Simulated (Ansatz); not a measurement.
**AlB2-type HfB2**

All values below come from PBE in Ansatz (PAW).

Numerical settings: plane-wave cutoff 520 eV, 24×24×18 k mesh (along the axes of the cell as run), Fermi–Dirac smearing 0.088 eV (set by the program), scalar-relativistic PAW data made under PBE.

Cell: measured lattice: a = b = 3.140 Å, c = 3.480 Å, α = β = 90.00°, γ = 120.00°.

```
Item                                              Value
---------------------------------------------  --------
elastic constant C11                            604 GPa
elastic constant C12                           67.6 GPa
elastic constant C13                            125 GPa
elastic constant C33                            452 GPa
elastic constant C44                            263 GPa
elastic constant C66                            268 GPa
Voigt–Reuss–Hill bulk modulus                   254 GPa
Voigt–Reuss–Hill shear modulus (Hill average)   245 GPa
Young modulus                                   557 GPa
Poisson ratio                                     0.135
```

Note: the cell isn't this level's own, so it is under some stress, which shifts stiffness and frequencies.

Elastic constants are with the ions relaxed.

Spin–orbit coupling is not included.

Ansatz is a quantum-chemistry and plane-wave program.
